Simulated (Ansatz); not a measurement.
Base system: TiAl (space group P4/mmm, No. 123; a = 2.813 Å, c = 4.062 Å; relaxed with 0.1 eV smearing).

Level of theory: Ansatz (a quantum-chemistry and plane-wave program) r2SCAN, no spin-orbit coupling.

Strains are applied to the cell and any free atomic positions relax.

One change was made to it. Results:

The pressure (mean of the normal stresses, compression positive) goes from zero to 6.0 GPa; the energy grows by 13 meV/atom.

Question: What was done to the base?
A) isotropic strain −2.00 %
B) isotropic strain −1.50 %
C) isotropic strain −0.50 %
D) isotropic strain −1.00 %
E) isotropic strain −3.00 %

Answer: B, isotropic strain −1.50 %. For comparison, the energy relative to the base in the other runs: isotropic strain −3.00 % gives +53 meV/atom; isotropic strain −1.00 % gives +5.6 meV/atom; isotropic strain −0.50 % gives +1.4 meV/atom; isotropic strain −2.00 % gives +23 meV/atom.

Whether these cells are dynamically stable was not tested. The final runs are not spin-polarised.
